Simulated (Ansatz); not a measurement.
Base system: SiO$_{2}$ in the rutile structure (space group P4_2/mnm, No. 136; a = 4.1852 Å, c = 2.6688 Å).

Structures relaxed with r2SCAN, PAW, 500 eV (Ansatz, an electronic-structure program; no spin-orbit coupling).

Base:

Simulated powder pattern, Cu Kα1, λ = 1.54056 Å (kinematic, ideal powder, no thermal factors, no anomalous dispersion; the 14 strongest lines at most, above 2 %, up to 2θ = 90°):

```tsv
2θ (°)	I/Imax (%)	hkl
30.17	100	(110)
40.04	25	(101)
45.74	41	(111)
48.60	15	(210)
60.35	60	(211)
62.74	20	(220)
70.51	11	(002)
71.18	6.5	(310)
77.08	28	(301)
78.57	11	(112)
81.03	2.3	(311)
```

Perturbation: the cell is scaled by 0.9593 in all directions; the atoms relax in the strained cell.

### Question
Predict the new powder pattern.

### Answer

Simulated powder pattern, Cu Kα1, λ = 1.54056 Å (kinematic, ideal powder, no thermal factors, no anomalous dispersion; the 14 strongest lines at most, above 2 %, up to 2θ = 90°):

```csv
2θ (°),I/Imax (%),hkl
31.49,100,(110)
41.81,28,(101)
47.80,42,(111)
50.81,14,(210)
63.20,60,(211)
65.73,21,(220)
73.99,11,(002)
74.70,7.2,(310)
81.00,28,(301)
82.61,11,(112)
85.25,3.0,(311)
```

The indices refer to the base's conventional cell; one index is shown for lines that coincide.

Whether these cells are dynamically stable was not tested.
